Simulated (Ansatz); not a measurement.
Cost and result by functional for the surface energy of the (310) surface of fcc Ir in its 1x1 cell, outermost plane spacing 0.61 Å in the ideal cut, in Ansatz (plane waves, PAW). Single points on the PBE structure, on one kind of machine; costs are rough ratios of the slab run's core time (references not counted) to the cheapest single point. r2SCAN's cost holds its higher cutoff (500 against 420 eV). Differences are taken against r2SCAN for comparison alone: no measured value is at hand, so the table doesn't rank accuracy.

Set-up: 18 atoms, 10.4 Å thick at the start (thin: gaps and levels are the slab's own); mesh 10x6x1; 0.1 eV smearing; dipole correction on; all atoms relaxed; held to the start's symmetry, so lower structures may exist; no spin, no spin-orbit, no U. These notes are the PBE run's.

```tsv
functional	relative cost	surface energy (J/m²)	less r2SCAN (J/m²)
RPBE	1	2.78	-0.53
PBEsol	1	3.51	0.20
LDA	1	3.68	0.36
r2SCAN	2	3.31	0.00
PBE (the relaxed run's value)	–	3.04	-0.27
```

The values span 0.89 J/m², while the single points' costs differ by a factor of roughly 2. Differences are of unrounded values.

Ansatz is a quantum-chemistry and plane-wave program.
